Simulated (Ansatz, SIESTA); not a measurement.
An Ansatz (a first-principles code) input for a self-consistent single point of PbO2 (P4_2/mnm, 6 atoms in the cell) (DFT, PBE with spin-orbit coupling, plane waves, default PAW files):

Ansatz 0.2 input:
```yaml
crystal:
  lattice:
    - [4.88806800, 0.00000000, 0.00000000]
    - [0.00000000, 4.88806800, 0.00000000]
    - [0.00000000, 0.00000000, 3.33604700]
  atoms:
    - { symbol: Pb, position: [0.00000000, 0.00000000, 0.00000000] }
    - { symbol: Pb, position: [0.50000000, 0.50000000, 0.50000000] }
    - { symbol: O, position: [0.30743000, 0.30743000, 0.00000000] }
    - { symbol: O, position: [0.69257000, 0.69257000, 0.00000000] }
    - { symbol: O, position: [0.19257000, 0.80743000, 0.50000000] }
    - { symbol: O, position: [0.80743000, 0.19257000, 0.50000000] }
kpoints:
  mp_grid: { grid: [6, 6, 8] }
hamiltonian:
  xc: pbe
  pseudopotentials: { kind: paw }
magnetization:
  noncollinear: true
  spin_orbit: true
scf:
  occupations: { method: gaussian, width: 0.136 eV }
output:
  forces: true
  eigenvalues: true
  stress: true
```

Question: Translate this input to SIESTA.

Answer: One input that does it (others would too):

```
# files in the folder: Pb.psml O.psml (PseudoDojo PBE fully relativistic)
SystemName  PbO2
SystemLabel siesta

NumberOfAtoms                6
NumberOfSpecies              2
%block ChemicalSpeciesLabel
  1 82 Pb
  2 8 O
%endblock ChemicalSpeciesLabel
LatticeConstant              4.888068 Ang
%block LatticeVectors
     1.000000000    0.000000000    0.000000000
     0.000000000    1.000000000    0.000000000
     0.000000000    0.000000000    0.682487846
%endblock LatticeVectors
AtomicCoordinatesFormat      Fractional
%block AtomicCoordinatesAndAtomicSpecies
     0.000000000    0.000000000    0.000000000  1
     0.500000000    0.500000000    0.500000000  1
     0.307430000    0.307430000    0.000000000  2
     0.692570000    0.692570000    0.000000000  2
     0.192570000    0.807430000    0.500000000  2
     0.807430000    0.192570000    0.500000000  2
%endblock AtomicCoordinatesAndAtomicSpecies

XC.functional                GGA
XC.authors                   PBE
PAO.BasisSize                DZP
PAO.EnergyShift              0.01 Ry
MeshCutoff                   400 Ry
%block kgrid.MonkhorstPack
    6   0   0  0.0
    0   6   0  0.0
    0   0   8  0.0
%endblock kgrid.MonkhorstPack
OccupationFunction           MP
OccupationMPOrder            0
ElectronicTemperature        1578.21 K
Spin                         spin-orbit
%block DM.InitSpin
  1 0.00 0.00 0.00
  2 0.00 0.00 0.00
  3 0.00 0.00 0.00
  4 0.00 0.00 0.00
  5 0.00 0.00 0.00
  6 0.00 0.00 0.00
%endblock DM.InitSpin

MaxSCFIterations             150
SCF.Mixer.Method             Pulay
SCF.Mixer.Weight             0.1
SCF.Mixer.History            6
SCF.DM.Tolerance             1.0E-05
Diag.ParallelOverK           true
WriteForces                  true
```

Basis, cutoffs, solver keys and any potentials are the target program's own. This input uses DFT, GGA PBE with spin-orbit coupling, numerical atomic orbitals DZP, PseudoDojo PBE fully relativistic norm-conserving potentials (rewritten from UPF to PSML).

The starting cell comes from a database of computed structures (which also holds hypothetical and non-ambient phases and stackings), without a prior relaxation at this level. Its lattice was rescaled by a random factor within 2.5 % of one.
